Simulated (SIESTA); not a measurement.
SIESTA run on Cr2Ni (P1, 6 atoms in the cell): relaxation of the atoms.

Method: GGA PBEsol, numerical atomic orbitals DZP, PseudoDojo PBEsol standard norm-conserving potentials (rewritten from UPF to PSML) (SIESTA).

The change in words: atoms moved at random; MD.TypeOfRun: default → Broyden; MD.Steps: default → 40; MD.MaxForceTol: default → 0.005 eV/Ang. Reference geometry:
```
CELL_PARAMETERS angstrom
      0.00000     3.28151     3.28151
      3.28151     0.00000     3.28151
      3.28151     3.28151     0.00000
ATOMIC_POSITIONS crystal
  Cr 0.13590 0.12638 0.64419
  Cr 0.11096 0.62125 0.13530
  Cr 0.13691 0.11679 0.11622
  Cr 0.61644 0.12798 0.11980
  Ni 0.74861 0.76468 0.73156
  Ni 0.50118 0.49292 0.50294
```

Reference input (self-consistent single point, DFT, GGA PBEsol, numerical atomic orbitals DZP, PseudoDojo PBEsol standard norm-conserving potentials (rewritten from UPF to PSML)): XC.functional = GGA; XC.authors = PBEsol; potentials = PseudoDojo PBEsol standard; PAO.BasisSize = DZP; PAO.EnergyShift = 0.01 Ry; MeshCutoff = 400 Ry; kgrid.MonkhorstPack = 5 5 5; OccupationFunction = MP; OccupationMPOrder = 0; ElectronicTemperature = 1160.45 K; MaxSCFIterations = 150; SCF.Mixer.Method = Pulay. This run's input differs from it in these lines:

```diff
@@ -18,8 +18,8 @@
 %block AtomicCoordinatesAndAtomicSpecies
-     2.528623316    2.559853447    0.860671161  1
-     2.482609983    0.808121060    2.402754437  1
-     0.764611519    0.830632219    0.832509242  1
-     0.813092548    2.415982204    2.442798704  1
-     4.909933085    4.857192657    4.965895957  2
-     3.267921267    3.295016695    3.262165499  2
+     2.512849098    2.571177938    0.880655557  1
+     2.515480869    0.800179806    2.440796983  1
+     0.781494888    0.822467822    0.811615868  1
+     0.780179002    2.395705754    2.445755344  1
+     4.895110505    4.872271195    4.940090162  2
+     3.281677357    3.304995767    3.247881086  2
 %endblock AtomicCoordinatesAndAtomicSpecies
@@ -46,2 +46,5 @@
 Diag.ParallelOverK           true
+MD.TypeOfRun                 Broyden
+MD.Steps                     40
+MD.MaxForceTol               0.005 eV/Ang
 WriteForces                  true
```

The program printed (abridged):

```
        iscf     Eharris(eV)        E_KS(eV)     FreeEng(eV)     dDmax    Ef(eV) dHmax(eV)
   scf:    1   -18663.188482   -18757.512780   -18757.538156  1.019332 -0.370284 19.336068
   scf:    2   -18784.301643   -18775.771319   -18775.808760  0.300255 -1.072891 12.849766
   scf:    3   -18790.940804   -18784.484684   -18784.517099  0.251241 -1.820421  8.951531
   scf:    4   -18793.858360   -18792.665126   -18792.700906  0.437157 -3.522454  3.696261
   scf:    5   -18793.276449   -18793.108310   -18793.142435  0.028695 -3.509400  0.826063
   [... 10 lines left out ...]
   scf:   16   -18793.204743   -18793.204743   -18793.238439  0.000370 -3.559844  0.004551
   scf:   17   -18793.204739   -18793.204742   -18793.238440  0.000107 -3.560474  0.004223
   scf:   18   -18793.204744   -18793.204743   -18793.238440  0.000041 -3.560841  0.001449
   scf:   19   -18793.204743   -18793.204743   -18793.238440  0.000013 -3.560943  0.000855
SCF Convergence by DM+H criterion
max |DM_out - DM_in|         :     0.0000129047
max |H_out - H_in|      (eV) :     0.0008554598
SCF cycle converged after 19 iterations

Using DM_out to compute the final energy and forces

siesta: E_KS(eV) =           -18793.2047

siesta: E_KS - E_eggbox =    -18793.2047

siesta: Atomic forces (eV/Ang):
     1   -0.940009   -1.152024   -0.217302
     2   -0.714620    0.313544   -0.226137
     3    1.196247    0.420543   -0.153757
     4    0.420334    0.251426    0.368820
     5    0.046789    0.270575   -0.050822
     6   -0.000463   -0.095452    0.264831
   Tot    0.008278    0.008613   -0.014368
   Max    1.196247
   Res    0.531391    sqrt( Sum f_i^2 / 3N )
   Max    1.196247    constrained

   [... lines left out ...]
outcell: Cell volume (Ang**3)        :     70.6726
        iscf     Eharris(eV)        E_KS(eV)     FreeEng(eV)     dDmax    Ef(eV) dHmax(eV)
siesta: FreeEng =    -18793.403633
   [... lines left out ...]
siesta:     0.081063    0.000264   -0.000523
siesta:     0.000264    0.081090   -0.000242
siesta:    -0.000523   -0.000242    0.080985

siesta: Cell volume =         70.672620 Ang**3

siesta: Pressure (static):
siesta:                Solid            Molecule  Units
siesta:          -0.00088270         -0.00088447  Ry/Bohr**3
siesta:          -0.08104604         -0.08120812  eV/Ang**3
siesta:        -129.85007288       -130.10975743  kBar
```

The run converged. 

Summary of the result:
* **Free energy E − TS**: -18793.4036 eV
* **Fermi level (on the code's own zero)**: -3.57 eV
* **Pressure**: -12.98 GPa
* **Largest force (vector length)**: 0.006 eV/Å
* **Relaxation steps**: 14

The starting cell comes from a database of computed structures (which also holds hypothetical and non-ambient phases and stackings), without a prior relaxation at this level. Its atoms were displaced at random from the sites of space group no. 227. For this run, on top of that: atoms moved at random. Spin polarisation is off. Values carry the incompleteness of an atom-centred basis.

Cost on one core of a shared machine: roughly 10 min.
